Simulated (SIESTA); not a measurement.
Band structure of InRh (Pm-3m, 2 atoms in the cell).

```yaml
crystal:
  lattice:
    - [3.20968, 0.00000, 0.00000]
    - [0.00000, 3.20968, 0.00000]
    - [0.00000, 0.00000, 3.20968]
  atoms:
    - { symbol: In, position: [0.00000, 0.00000, 0.00000] }
    - { symbol: Rh, position: [0.50000, 0.50000, 0.50000] }
```

Method: GGA PBEsol, numerical atomic orbitals TZP, PseudoDojo PBEsol standard norm-conserving potentials (rewritten from UPF to PSML) run with SIESTA.

Settings: XC.functional = GGA; XC.authors = PBEsol; potentials = PseudoDojo PBEsol standard; PAO.BasisSize = TZP; PAO.EnergyShift = 0.01 Ry; MeshCutoff = 350 Ry; kgrid.MonkhorstPack = 10 10 10; OccupationFunction = MP; OccupationMPOrder = 0; ElectronicTemperature = 2320.9 K; MaxSCFIterations = 150; SCF.Mixer.Method = Pulay; SCF.Mixer.Weight = 0.1; SCF.Mixer.History = 8.

The starting cell comes from a database of computed structures (which also holds hypothetical and non-ambient phases and stackings), without a prior relaxation at this level. Spin polarisation is off. Values carry the incompleteness of an atom-centred basis.

Levels in eV from the Fermi level, bands 12 to 17:
```csv
point,12,13,14,15,16,17
Γ,-3.34,-1.23,-1.23,-1.23,4.73,4.73
X,-3.26,-2.58,-2.58,-1.32,0.03,10.61
M,-2.35,-2.35,-1.77,-1.77,-0.52,2.78
R,-4.75,-0.47,-0.47,0.15,4.38,4.38
```

Bands cross the Fermi level along this path, so the cell is metallic at this level.

Higher empty bands are left out: an atom-centred basis made for the valence describes them poorly.
